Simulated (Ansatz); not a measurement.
System: A15 Mo3Si. Method: PBE-D3(BJ) in Ansatz (plane waves, PAW).

Numerical settings: plane-wave cutoff 520 eV, 12×12×12 k mesh, Fermi–Dirac smearing 0.05 eV, no spin polarisation, scalar-relativistic PAW data made under PBE.

Pressure at four volumes; x = ln(V/14.320 Å³). One pressure is withheld.

```csv
V (Å³/atom),x,P (GPa)
13.461,-0.0619,18.85
14.320,0.0000,0.01
14.893,0.0392,-9.60
15.180,0.0583,?
```

Task: Pass a parabola P(x) through the three rows shown, estimate the bulk modulus and its pressure derivative near zero pressure, and predict the withheld pressure.

Result: Slopes between the rows: (0.01 − (18.85))/(0.0000 − (-0.0619)) = -304.36 and (-9.60 − (0.01))/(0.0392 − (0.0000)) = -245.15 GPa. Their difference over the span 0.1011 is c = 59.21/0.1011 = 585.7 GPa, so P(x) = 18.85 + (-304.36)(x − (-0.0619)) + 585.7 (x − (-0.0619))(x − (0.0000)). At the middle row B = −dP/dx = −[-304.36 + 585.7 × 0.0619] = 268.1 GPa, and B′ = dB/dP = 2c/B = 4.4. At x = 0.0583 the parabola gives -13.63 GPa; the run gives -13.69 GPa. The Birch–Murnaghan fit to the energies at all volumes has B0 = 267 GPa and B′ = 4.3.

Ansatz is a first-principles code.
